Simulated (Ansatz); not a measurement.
Cell of bcc W (1 1 0) on germanium (1 1 0) (film strained to the substrate, faces as cut), relaxed at this level with a, b, gamma of the cell held:

```
W3Ge4
1.0
    8.14583     0.00003     0.05048
    0.00035     5.75975    -0.05376
    1.85548     0.25293    25.09438
Ge W
32 24
Cartesian
  5.19596   2.60559   3.00375
  1.11444   2.31555   3.09174
  7.12569   1.06456   3.23255
  3.21698   0.95770   2.95660
  6.67910   6.29989   0.79979
  3.24336   5.37409   0.76713
  1.07240   2.86224   0.70170
  6.29309   3.68371   0.80696
  1.06231   2.51341   7.07540
  5.13681   2.47748   7.12878
  3.08833   1.07270   7.14807
  7.18277   1.05597   7.13775
  3.13853   5.41640   5.04743
  7.16070   5.28099   5.10527
  5.09973   3.92853   5.11014
  1.11929   3.93716   5.00510
  5.07952   2.47073  11.16312
  1.05668   2.58834  11.16521
  7.17797   1.12239  11.26865
  3.02371   1.10577  11.14894
  7.16450   5.43088   9.16476
  3.08013   5.35999   9.11266
  1.02692   3.97075   9.09952
  5.14304   3.95823   9.14937
  9.24543   2.64765  15.50447
  4.53508   3.56751  15.44397
  4.14852   0.95321  15.48152
  7.08193   0.12170  15.58947
  3.08512   5.58658  13.22878
  7.15178   5.29542  13.15582
  5.01737   4.04325  13.06395
  1.10575   3.93723  13.28156
  2.75744   5.87881  17.42573
  8.30128   1.21070  17.48604
  2.81522   3.07723  17.40656
  8.27624   4.12436  17.48124
  5.53123   4.95004  17.41812
  5.59369   2.07705  17.45737
  1.46737   2.14253  19.60348
  6.89021   3.09207  19.58250
  1.44495   5.01427  19.58054
  6.89129   5.98313  19.59982
  4.16354   1.15924  19.57235
  4.16993   4.03956  19.57495
  8.22081   4.05842  21.80697
  5.52841   5.04282  21.72701
  8.23032   1.17794  21.80529
  5.50481   2.15360  21.75051
  2.80461   3.12332  21.72773
  2.80726   5.99693  21.74513
  6.84038   6.01743  23.92341
  4.15638   1.31259  23.90177
  6.79000   3.05766  23.90235
  4.18153   4.15196  23.89102
  9.61824   5.01280  23.92315
  9.56304   2.12554  23.95885
```

These are PBE (plane waves to 420 eV, PAW; Ansatz, a first-principles code) values and carry that method's errors. Scalar-relativistic, without spin–orbit coupling; the runs are not spin-polarised. Its k-point mesh 3×5×1, Fermi–Dirac width 0.05 eV.

Give the plane-averaged electrostatic potential energy of an electron along the normal (the smooth PAW potential), about its mean over the cell.


```
z (Å) | V (eV)
    0.000 | ######################### 3.74
    0.279 | ####################### 2.28
    0.557 | #################### 0.53
    0.836 | ################### -0.04
    1.115 | ##################### 1.25
    1.394 | ######################### 3.84
    1.672 | ############################# 6.57
    1.951 | ############################## 7.38
    2.230 | ############################ 6.04
    2.508 | ######################## 3.24
    2.787 | ##################### 0.81
    3.066 | ################### -0.17
    3.344 | #################### 0.77
    3.623 | ######################## 3.02
    3.902 | ########################### 5.35
    4.181 | ############################ 5.69
    4.459 | ######################## 3.49
    4.738 | ##################### 1.03
    5.017 | ################### -0.33
    5.295 | #################### 0.18
    5.574 | ####################### 2.25
    5.853 | ########################## 4.85
    6.132 | ############################ 5.98
    6.410 | ######################### 4.25
    6.689 | ###################### 1.65
    6.968 | ################### -0.15
    7.246 | ################### -0.19
    7.525 | ###################### 1.56
    7.804 | ######################### 4.15
    8.083 | ############################ 6.00
    8.361 | ########################### 5.03
    8.640 | ####################### 2.42
    8.919 | #################### 0.26
    9.197 | ################### -0.39
    9.476 | ##################### 0.88
    9.755 | ######################## 3.31
   10.033 | ########################### 5.65
   10.312 | ########################### 5.55
   10.591 | ######################## 3.16
   10.870 | #################### 0.78
   11.148 | ################### -0.37
   11.427 | #################### 0.39
   11.706 | ####################### 2.59
   11.984 | ########################### 5.12
   12.263 | ############################ 5.80
   12.681 | ####################### 2.63
   12.960 | #################### 0.51
   13.239 | ################### -0.15
   13.517 | ##################### 1.10
   13.796 | ######################### 3.69
   14.075 | ############################# 6.41
   14.353 | ############################## 7.43
   14.632 | ############################ 6.29
   14.911 | ######################## 3.45
   15.190 | ##################### 0.98
   15.468 | ################### -0.07
   15.747 | #################### 0.73
   16.026 | ####################### 2.53
   16.304 | ######################### 3.79
   16.583 | ###################### 1.57
   16.862 | ############# -4.72
   17.141 | #### -10.86
   17.419 |  -13.51
   17.698 | ### -11.46
   17.977 | ########### -5.62
   18.255 | ##################### 0.84
   18.534 | ######################## 3.32
   18.813 | #################### 0.12
   19.091 | ########## -6.55
   19.370 | ## -12.10
   19.649 |  -13.54
   19.928 | ##### -10.20
   20.206 | ############## -3.70
   20.485 | ###################### 2.11
   20.764 | ######################## 3.14
   21.042 | ################## -1.24
   21.321 | ######## -8.04
   21.600 | # -12.84
   21.879 | # -13.19
   22.157 | ####### -8.92
   22.436 | ################ -2.16
   22.715 | ####################### 2.80
   22.993 | ####################### 2.39
   23.272 | ############### -3.10
   23.551 | ###### -9.67
   23.829 |  -13.31
   24.108 | ## -12.34
   24.387 | ######### -7.20
   24.666 | ################### -0.45
   24.944 | ######################## 3.57
```
